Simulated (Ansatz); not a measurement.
## A computed series for Be2C: pressure series

Start from Be₂C (space group Fm-3m, No. 225; a = 4.311 Å).

Cell and atoms are relaxed at each pressure.

Method: PBEsol (Ansatz, a first-principles code; PAW; 420 eV plane waves; no spin-orbit coupling).

Two rows of this table had their results exchanged by mistake.

| pressure | volume per atom (Å³) | shortest distance (Å) | band gap |
|---|---|---|---|
| pressure −2 GPa | 6.74 | 1.873 | 1.07 eV |
| pressure 0.3 GPa | 6.67 | 1.866 | 1.08 eV |
| pressure 0.7 GPa | 6.52 | 1.852 | 1.09 eV |
| pressure 1.5 GPa | 6.63 | 1.862 | 1.08 eV |
| pressure 3 GPa | 6.58 | 1.858 | 1.08 eV |
| pressure 5 GPa | 6.65 | 1.865 | 1.08 eV |
| pressure 7.5 GPa | 6.45 | 1.845 | 1.09 eV |
| pressure 10 GPa | 6.38 | 1.839 | 1.10 eV |

Question: Which two?

Answer: The rows for pressure 0.7 GPa and pressure 5 GPa: the volume has to fall steadily with pressure, so 6.65 Å³ belongs to pressure 0.7 GPa and 6.52 Å³ to pressure 5 GPa.

Load acts through the strain it causes; cell and atoms are relaxed under it. No phonon test of stability was made. Competing high-pressure phases were not computed.
